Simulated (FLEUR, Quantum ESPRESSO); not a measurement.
A Quantum ESPRESSO input for a self-consistent single point of CsLuS₂ (P6_3/mmc, 8 atoms in the cell) (DFT, PBEsol, plane waves, PseudoDojo standard norm-conserving (PBESOL) pseudopotentials):

```fortran
&control
  calculation = 'scf',
  prefix = 'scf',
  outdir = './out',
  pseudo_dir = './',
  tprnfor = .true.,
  tstress = .true.,
/
&system
  ibrav = 4,
  A = 3.9892098839,
  C = 16.0565800000,
  nat = 8,
  ntyp = 3,
  ecutwfc = 100,
  occupations = 'fixed',
  nbnd = 50,
/
&electrons
  conv_thr = 1.0d-10,
/
ATOMIC_SPECIES
Cs   132.9055  Cs.upf
Lu   174.9668  Lu.upf
S     32.0600  S.upf
ATOMIC_POSITIONS alat
Cs    0.0000000000    0.5773502692    1.0062506403
Cs    0.5000000000    0.2886751346    3.0187519209
Lu    0.0000000000    0.0000000000    2.0125012806
Lu    0.0000000000    0.0000000000    0.0000000000
S     0.0000000000    0.5773502692    3.6662943330
S     0.5000000000    0.2886751346    0.3587082282
S     0.5000000000    0.2886751346    1.6537930523
S     0.0000000000    0.5773502692    2.3712095088
K_POINTS automatic
5 5 1  0 0 0
```

Problem. Give the FLEUR input for the same structure, mesh, smearing and functional.

Solution. One input that does it (others would too):

Input of the input generator:

```
CsLuS2
&input film=f /
7.5385141343 0.0000000509 0.0000000000
-3.7692571112 6.5285447216 0.0000000000
0.0000000000 0.0000000000 30.3425386981
1.0
1.0 1.0 1.0

8
55 0.3333333333 0.6666666667 0.2500000000
55 0.6666666667 0.3333333333 0.7500000000
71 0.0000000000 0.0000000000 0.5000000000
71 0.0000000000 0.0000000000 0.0000000000
16 0.3333333333 0.6666666667 0.9108800000
16 0.6666666667 0.3333333333 0.0891200000
16 0.6666666667 0.3333333333 0.4108800000
16 0.3333333333 0.6666666667 0.5891200000

&comp jspins=1 /
&exco xctyp='PBEs' /
&kpt div1=5 div2=5 div3=1 /
&end /
```

```xml
<?xml version="1.0" encoding="UTF-8" standalone="no"?>
<fleurInput fleurInputVersion="0.39">
   <comment>
      CsLuS2                                                                                              
   </comment>
   <calculationSetup>
      <cutoffs Kmax="4.3" Gmax="12.9" GmaxXC="12.9" numbands="0"/>
      <scfLoop itmax="100" minDistance="0.00001" maxIterBroyd="25" imix="Anderson" alpha="0.05" precondParam="0.0" spinf="2.0"/>
      <coreElectrons ctail="T" frcor="F" kcrel="0" coretail_lmax="0"/>
      <xcFunctional name="PBEs" relativisticCorrections="F"/>
      <magnetism jspins="1"/>
      <soc l_soc="F" theta="0.0" phi="0.0" spav="F"/>
      <expertModes spex="0" secvar="F"/>
      <geometryOptimization l_f="T" forcealpha="1.0" forcemix="BFGS" epsdisp="0.00001" epsforce="0.00001"/>
      <ldaU l_linMix="F" mixParam="0.05" spinf="1.0"/>
   </calculationSetup>
   <cell>
      <bzIntegration valenceElectrons="92.0" mode="hist" fermiSmearingEnergy="0.0001">
         <kPointListSelection listName="default-1"/>
         <!-- k-points included here -->
         <xi:include xmlns:xi="http://www.w3.org/2001/XInclude" href="kpts.xml"> </xi:include>
      </bzIntegration>
      <!-- symmetry operations included here -->
      <xi:include xmlns:xi="http://www.w3.org/2001/XInclude" href="sym.xml"> </xi:include>
      <bulkLattice scale="1.0">
         <bravaisMatrix>
            <row-1>    7.5385141342999997     0.0000000509000000     0.0000000000000000</row-1>
            <row-2>   -3.7692571112000000     6.5285447216000003     0.0000000000000000</row-2>
            <row-3>    0.0000000000000000     0.0000000000000000    30.3425386981000003</row-3>
         </bravaisMatrix>
      </bulkLattice>
   </cell>
   <atomSpecies>
      <species name="Cesium (Cs)" element="Cs" atomicNumber="55">
         <mtSphere radius="2.68" gridPoints="925" logIncrement="0.014"/>
         <atomicCutoffs lmax="10" lnonsphr="8"/>
         <electronConfig flipSpins="F">
            <coreConfig>(1s1/2) (2s1/2) (2p1/2) (2p3/2) (3s1/2) (3p1/2) (3p3/2) (4s1/2) (3d3/2) (3d5/2) (4p1/2) (4p3/2) (4d3/2) (4d5/2)</coreConfig>
            <valenceConfig>(5s1/2) (5p1/2) (5p3/2) (6s1/2)</valenceConfig>
            <stateOccupation state="(6s1/2)" spinUp="0.5" spinDown="0.5"/>
         </electronConfig>
         <energyParameters s="6" p="6" d="5" f="4"/>
         <lo type="SCLO" l="0" n="5" eDeriv="0"/>
         <lo type="SCLO" l="1" n="5" eDeriv="0"/>
      </species>
      <species name="Lutetium (Lu)" element="Lu" atomicNumber="71">
         <mtSphere radius="2.68" gridPoints="925" logIncrement="0.014"/>
         <atomicCutoffs lmax="10" lnonsphr="8"/>
         <electronConfig flipSpins="F">
            <coreConfig>(1s1/2) (2s1/2) (2p1/2) (2p3/2) (3s1/2) (3p1/2) (3p3/2) (4s1/2) (3d3/2) (3d5/2) (4p1/2) (4p3/2) (4d3/2) (4d5/2)</coreConfig>
            <valenceConfig>(5s1/2) (5p1/2) (5p3/2) (6s1/2) (4f5/2) (4f7/2) (5d3/2) (5d5/2)</valenceConfig>
            <stateOccupation state="(5d3/2)" spinUp="0.2" spinDown="0.2"/>
            <stateOccupation state="(5d5/2)" spinUp="0.3" spinDown="0.3"/>
         </electronConfig>
         <energyParameters s="6" p="6" d="5" f="4"/>
         <lo type="SCLO" l="0" n="5" eDeriv="0"/>
         <lo type="SCLO" l="1" n="5" eDeriv="0"/>
      </species>
      <species name="Sulfur (S)" element="S" atomicNumber="16">
         <mtSphere radius="1.89" gridPoints="651" logIncrement="0.018"/>
         <atomicCutoffs lmax="8" lnonsphr="6"/>
         <electronConfig flipSpins="F">
            <coreConfig>(1s1/2) (2s1/2) (2p1/2) (2p3/2)</coreConfig>
            <valenceConfig>(3s1/2) (3p1/2) (3p3/2)</valenceConfig>
            <stateOccupation state="(3p1/2)" spinUp="0.6666666666667" spinDown="0.6666666666667"/>
            <stateOccupation state="(3p3/2)" spinUp="1.3333333333333" spinDown="1.3333333333333"/>
         </electronConfig>
         <energyParameters s="3" p="3" d="3" f="4"/>
      </species>
   </atomSpecies>
   <atomGroups>
      <atomGroup species="Cesium (Cs)">
         <relPos label="                   1">1.000/3.000 -1.000/3.000 1.000/4.000</relPos>
         <relPos label="                   2">-1.000/3.000 1.000/3.000 -1.000/4.000</relPos>
         <force calculate="T" relaxXYZ="TTT"/>
      </atomGroup>
      <atomGroup species="Lutetium (Lu)">
         <relPos label="                   3">.0000000000 .0000000000 1.000/2.000</relPos>
         <relPos label="                   4">.0000000000 .0000000000 .0000000000</relPos>
         <force calculate="T" relaxXYZ="TTT"/>
      </atomGroup>
      <atomGroup species="Sulfur (S)">
         <relPos label="                   5">1.000/3.000 -1.000/3.000 -.0891200000</relPos>
         <relPos label="                   6">-1.000/3.000 1.000/3.000 .0891200000</relPos>
         <relPos label="                   7">-1.000/3.000 1.000/3.000 .4108800000</relPos>
         <relPos label="                   8">1.000/3.000 -1.000/3.000 -.4108800000</relPos>
         <force calculate="T" relaxXYZ="TTT"/>
      </atomGroup>
   </atomGroups>
   <output dos="F" band="F" slice="F">
      <checks vchk="F" cdinf="F"/>
      <bandDOS minEnergy="-.5*Htr" maxEnergy="0.5*Htr" sigma="0.015" storeEVData="T"/>
      <vacuumDOS vacdos="F" integ="F" star="F" nstars="0" locx1="0.0" locy1="0.0" locx2="0.0" locy2="0.0" nstm="0" tworkf="0.0"/>
      <unfoldingBand unfoldBand="F" supercellX="1" supercellY="1" supercellZ="1"/>
      <plotting iplot="0" polar="F">
         <plot TwoD="T" vec1="  1.0  0.0  0.0" vec2="  0.0  1.0  0.0" vec3="  0.0  0.0  1.0" zero="  0.0  0.0  0.0" file="plot"/>
      </plotting>
      <chargeDensitySlicing numkpt="0" minEigenval="0.0" maxEigenval="0.0" nnne="0" pallst="F"/>
      <specialOutput eonly="F"/>
      <magneticCircularDichroism mcd="F" energyLo="-10.0" energyUp="0.0"/>
   </output>
  <!-- We include the file relax.xml here to enable relaxations (see documentation) -->
  <xi:include xmlns:xi="http://www.w3.org/2001/XInclude" href="relax.xml"> <xi:fallback/> </xi:include>
</fleurInput>
```

Basis settings and potentials, where a program has them, do not carry over. This input uses DFT, PBEsol, all-electron FLAPW (FLEUR), scalar-relativistic valence.

The starting cell comes from a database of computed structures (which also holds hypothetical and non-ambient phases and stackings), without a prior relaxation at this level.
